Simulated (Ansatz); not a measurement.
BiBr3 (C2/m, No. 12)

Method: LDA in Ansatz (PAW).

Settings: plane-wave cutoff 500 eV, 8×8×6 k mesh (along the axes of the cell as run), gaussian smearing 0.02 eV, scalar-relativistic PAW data made under PBE.

Cell (relaxed at this level):

```cif
data_Bi4Br12
_chemical_formula_sum 'Bi4 Br12'
_space_group_name_H-M_alt 'C2/m'
_space_group_IT_number 12
_space_group_name_Hall '-C 2y'
_cell_length_a 7.03046
_cell_length_b 12.15367
_cell_length_c 6.62024
_cell_angle_alpha 90.000
_cell_angle_beta 110.559
_cell_angle_gamma 90.000
loop_
_atom_site_label
_atom_site_type_symbol
_atom_site_symmetry_multiplicity
_atom_site_Wyckoff_symbol
_atom_site_fract_x
_atom_site_fract_y
_atom_site_fract_z
_atom_site_occupancy
Bi1 Bi 4 g 0.00000 0.16645 0.00000 1
Br1 Br 8 j 0.25479 0.33157 0.26220 1
Br2 Br 4 i 0.24581 0.00000 0.27142 1
```
(The calculation used a cell of 8 atoms; values per cell refer to that cell.)

| Item | Result |
|---|---|
| band gap | 2.47 eV (on the SCF k mesh) |

Note: the relaxation could not lower the start's symmetry, so the cell can be a saddle point above a distorted one; the volume lies 9 % below that of the published cell.

Spin–orbit coupling is not included; with these elements it can move the gap by several tenths of an eV or more.

Computed values are for the static lattice.

Ansatz is an electronic-structure program.
